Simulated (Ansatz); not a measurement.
**CH3 on the 1x1 (111) surface of fcc Pt, one in a 2x2 cell, started at the site 'top Pt'**

Calculation: PBE (plane waves to 420 eV, PAW; Ansatz, a first-principles code).

Slab: 20 atoms, 6.9 Å thick at the start under the adsorbate (thin: gaps and levels are the slab's own); k 6x6x1, smearing 0.1 eV, dipole-corrected; 8 atoms held, the rest relaxed; symmetry of the start imposed; spin-polarised, no spin-orbit, no U, no dispersion correction. The starting moment vanished. At the end it is bonded to Pt. In PBE it is, or lies within 0.03 eV of, the lowest of the starts that converged.

```json
{
 "adsorption energy against CH4(g) − ½ H2(g)": "0.48 eV",
 "work_function_of_the_top_face": "4.86 eV",
 "change_of_the_work_function": "-0.82 eV",
 "change_of_the_step_from_the_bottom_to_the_top_vacuum_level_against_the_clean_slab": "-0.80 eV",
 "energy_released_by_relaxation": "0.14 eV",
 "height of the binding atom over the mean of the host atoms within 0.3 Å of the top one": "2.239 Å",
 "magnetic_moment_of_the_cell": "0.00 μB",
 "nearest_host_atoms_of_the_binding_atom": "Pt at 2.07 Å, Pt at 3.62 Å, Pt at 3.62 Å",
 "largest_move_of_a_host_atom": "0.20 Å",
 "cost": "very roughly 10 core-minutes"
}
```

A negative adsorption energy means that the adsorbate is more stable on the surface than in its reference.
